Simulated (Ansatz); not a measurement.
The starting structures come from a database of crystals and need not be the phases stable at ambient conditions.

```yaml
crystal:
  lattice:
    - [4.04226, 0.00000, 0.00000]
    - [2.02113, 6.82637, 0.00000]
    - [2.02113, 0.59841, 3.44917]
  atoms:
    - { symbol: La, position: [0.74190, 0.77430, 0.74190] }
    - { symbol: La, position: [0.25810, 0.22570, 0.25810] }
    - { symbol: O, position: [0.62271, 0.13188, 0.62271] }
    - { symbol: O, position: [0.37729, 0.86812, 0.37729] }
    - { symbol: F, position: [0.87066, 0.38802, 0.87066] }
    - { symbol: F, position: [0.12934, 0.61198, 0.12934] }
```

Space group of this cell: R-3m. The cell is taken as given; by r2SCAN its mean pressure is 0.7 GPa.

Transport runs along the normal of the first two printed cell vectors, the (101) plane of the conventional cell.

The gap is the functional's own, uncorrected, and κ follows it; spin-orbit coupling is left out. Mid-gap values are interpolated between the computed energies.

### Question
Give the band gap and the smallest decay constant κ at mid-gap that r2SCAN in Ansatz (an electronic-structure program) yields.

### Answer
Gap 4.74 eV on a 10×10×10 mesh; κ = 0.479 1/Å, at the zone centre.
